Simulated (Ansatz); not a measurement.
Amorphous cells of 8 compositions: the gap between the highest filled and lowest empty level at the zone centre, by PBE and by a single point of r2SCAN on the same geometry (PBE, scalar-relativistic without spin-orbit coupling (plane waves to 420 eV, PAW; Ansatz, a quantum-chemistry and plane-wave program); r2SCAN at 500 eV). The networks come from melt-quench runs on the CHGNet potential at compositions and starting densities chosen by hand, with anions pushed apart in the CHGNet dynamics, and DFT then relaxed them. The cells are small and were quenched far faster than real films, so single cells scatter. Defect or tail levels can set these gaps. The rows are the first to finish with both values and no moments.

| cell | PBE gap x (eV) | r2SCAN gap y (eV) |
|---|---|---|
| A (Si24O51Mo, 2.19 g/cm3) | 1.17 | 1.46 |
| B (Si24O51W, 2.57 g/cm3) | 2.33 | 2.63 |
| C (Si24O50Ti, 2.24 g/cm3) | 3.53 | 3.95 |
| D (Si24O50Sn, 2.34 g/cm3) | 3.69 | 4.32 |
| E (Si24O51In2, 2.46 g/cm3) | 3.76 | withheld |
| F (Si24O49Mg, 2.22 g/cm3) | 4.38 | 5.01 |
| G (Si24O50Ge, 2.32 g/cm3) | 4.84 | 5.58 |
| H (Si24O50Hf, 2.44 g/cm3) | 5.19 | 5.85 |

### Question
Fit a straight line through the 7 full rows and predict the withheld value for E (Si24O51In2, 2.46 g/cm3).

### Answer
Means: x = 3.590, y = 4.114. Slope = Σ(Δx Δy) / Σ(Δx²) = 13.64 / 12.2 = 1.12; the r.m.s. residual is 0.070. Prediction: 4.114 + 1.12 × (3.76 − 3.590) = 4.30. The run gave 4.31, 0.01 above the line.
